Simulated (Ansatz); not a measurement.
What biaxial strain −2.08 %, plane normal [111], relaxed out of plane does to MgS

Base system: MgS in the rock salt structure (space group Fm-3m, No. 225; a = 5.182 Å). Axes: x, y, z lie along the cube axes.

Modification: biaxial strain −2.08 %, plane normal [111], relaxed out of plane (Cartesian); in-plane vectors clamped, the third vector and the atoms free.

The values are results of DFT with PBEsol, PAW potentials and a 420 eV plane-wave cutoff in Ansatz (a program for electronic structure), without spin-orbit coupling, not measurements. k-mesh 11×11×11 (Γ-centred); smearing 0.05 eV (Fermi–Dirac).

The volume per atom decreases by 0.52 Å³ (17.39 Å³ → 16.87 Å³) and the space group goes from Fm-3m (No. 225) to R-3m (No. 166). The shortest interatomic distance shrinks by 0.026 Å (2.591 Å → 2.565 Å) and the energy grows by 8.3 meV/atom. The band gap drops by 0.072 eV (2.73 eV → 2.65 eV) and the gap character is indirect, Γ → F. The smallest direct gap rises by 0.10 eV, from 3.69 eV to 3.79 eV and the valence-band top at Γ (three highest levels, from the VBM) goes from 0.00, 0.00, 0.00 eV to 0.00, 0.00, -0.32 eV. The valley order (the lowest conduction-band minima on the path, energy above the VBM, named in the base's zone) becomes X along [010] 2.65 eV; Γ 3.79 eV (base: X along ⟨100⟩ 2.73 eV; Γ 3.69 eV) and the out-of-plane strain amounts to +1.17 %. The ratio −ε⊥/ε∥ amounts to 0.56 and the mean in-plane stress (compression positive) is +3.8 GPa.

No phonon test of stability was made. Labels are those of the standard path for the cell's own space group.
